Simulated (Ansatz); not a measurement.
Consider MoSi2 (space group I4/mmm, No. 139; a = 3.1901 Å, c = 7.8220 Å; relaxed with 0.1 eV smearing). Axes: x, y, z lie along a, b, c of the conventional cell.

Computed with PBEsol/PAW in Ansatz (a quantum-chemistry and plane-wave program), without spin-orbit coupling.

Strains are applied to the cell and any free atomic positions relax.

One change was made to it. Results:

```json
[
 {"quantity": "energy relative to the base (free energy F)", "base": "0 meV/atom", "after": "+12 meV/atom"},
 {"quantity": "pressure (mean of the normal stresses, compression positive)", "base": "0.0 GPa", "after": "-5.3 GPa"},
 {"quantity": "shortest interatomic distance", "base": "2.580 Å", "after": "2.612 Å"}
]
```

Q: What was done to the base?
A) uniaxial strain ε_zz = +2.50 %
B) uniaxial strain ε_zz = −1.00 %
C) uniaxial strain ε_zz = +1.50 %

A: A, uniaxial strain ε_zz = +2.50 %. For comparison, the energy relative to the base in the other runs: uniaxial strain ε_zz = +1.50 % gives +4.6 meV/atom; uniaxial strain ε_zz = −1.00 % gives +2.2 meV/atom.

No phonon test of stability was made. All final runs are without spin polarisation.
